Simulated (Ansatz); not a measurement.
The reference is TiAl (space group P4/mmm, No. 123; relaxed with 0.1 eV smearing).

```
CELL_PARAMETERS angstrom
      2.76616     0.00000     0.00000
      0.00000     2.76616     0.00000
      0.00000     0.00000     4.00209
ATOMIC_POSITIONS crystal
  Ti 0.00000 0.00000 0.00000
  Al 0.50000 0.50000 0.50000
```

Cartesian axes are those of the cell as printed.

The values are results of LDA in Ansatz (plane waves to 420 eV, PAW, spin-orbit coupling left out), not measurements.

Base values:

The pressure comes out as 0.0 GPa.

It is then changed as follows: the cell is stretched by 2.00 % along x with no lateral relaxation, atoms relaxed at fixed cell.

**Question.** Estimate the effect on the energy relative to the base and pressure.

**Answer.** The energy rises by 3.9 meV/atom; the pressure (mean of the normal stresses, compression positive) goes from zero to -2.4 GPa.

The cells carry an imposed strain or load. No phonon test of stability was made. The final runs are not spin-polarised.

Ansatz is a first-principles code.
